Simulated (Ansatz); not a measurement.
# Sc in the hcp (Mg type) structure (space group P6_3/mmc, No. 194)

```yaml
crystal:
  lattice:
    - [3.31943, 0.00000, 0.00000]
    - [-1.65971, 2.87471, 0.00000]
    - [0.00000, 0.00000, 5.16637]
  atoms:
    - { symbol: Sc, position: [0.66667, 0.33333, 0.75000] }
    - { symbol: Sc, position: [0.33333, 0.66667, 0.25000] }
```

Computed with Ansatz (a first-principles code), PBE, PAW, cutoff 420 eV, spin-orbit coupling left out. k-mesh 16×16×9 (Γ-centred); smearing 0.05 eV (Fermi–Dirac).

```json
{
 "volume_per_atom": "24.65 Å³",
 "density": "3.03 g/cm³",
 "band_gap": "zero",
 "total_energy": "-2135.809 eV/atom (σ→0; compares only within this code and set-up)"
}
```

Whether these cells are dynamically stable was not tested. The final runs are not spin-polarised.
